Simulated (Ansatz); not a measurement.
## cubic BaZrO3 (0 0 1) on germanium (0 0 1) (film strained to the substrate, started from cuts of the bulks and a machine-learned relaxation; slabs Ge12 and Ba2Zr3O8, which can lie off the formulas)

A periodic stack without vacuum, cubic BaZrO3 (0 0 1) on germanium (0 0 1) (film strained to the substrate, started from cuts of the bulks and a machine-learned relaxation; slabs Ge12 and Ba2Zr3O8, which can lie off the formulas): substrate slab Ge12, film Ba2Zr3O8, surface cells [[1, 0], [1, 1]] and [[0, 1], [-1, 0]], film strained by -3.7 and -3.7 %, outermost planes Ge/Ge and OZr/OZr as cut, which need not be the usual terminations and can put a slab off its formula.

The start was prepared with a machine-learned potential, and the result is one local minimum, with the in-plane cell held and forces under 0.04 eV/Å; the film can end far from its bulk form.

Computed with PBE (plane waves to 420 eV, PAW; Ansatz, a quantum-chemistry and plane-wave program). No spin–orbit coupling; PBE gaps are too small against experiment. Its k-point mesh 6×6×1, Fermi–Dirac width 0.05 eV.

The interface area is 16.6 Å², the period comes out as 28.40 Å and the heights between the nearest atoms of the two slabs at the two interfaces comes out as 2.10 and 1.98 Å. The Ge–Zr contacts across the interfaces within 1.22 times the sum of covalent radii is 4, mean 3.10 Å and the Ge–O contacts across the interfaces within 1.22 times the sum of covalent radii comes out as 2, mean 2.22 Å. The spin-polarised check at this geometry is falls back to no moment.

```xyz
25
Lattice="4.0719 -0.0014 0.0936 -0.0013 4.0712 0.1190 1.3621 -0.8271 28.4298" Properties=species:S:1:pos:R:3 pbc="T T T"
Ge     4.0927     0.5852     2.3159
Ge     2.0813    -0.6067     1.2244
Ge     1.9859     2.4611     5.2561
Ge     4.0558     2.5531     3.8628
Ge     3.9548     0.3491     8.1202
Ge     1.9525     0.3820     6.6348
Ge     1.8503     2.3125    11.0098
Ge     3.9197     2.3419     9.6189
Ge     3.8183     0.1126    13.8745
Ge     1.8160     0.2347    12.3881
Ge     1.7239     2.9235    16.5448
Ge     3.7866     2.0838    15.4094
Ba     3.6384     2.1332    21.1618
Zr     1.6523     0.1833    18.9138
O      3.6828     0.1456    19.2409
O      1.6632     2.1874    18.6204
O      1.6026     0.0654    21.0497
Ba     3.5362     2.0031    25.4919
Zr     1.5528     0.0192    23.2170
O      3.5865     0.0017    23.3777
O      1.5557     2.0536    23.1520
O      1.5031    -0.0585    25.3885
Zr     1.4519    -0.0817    27.5110
O      3.4837    -0.3083    27.7106
O      1.4551     1.8987    27.3055
```
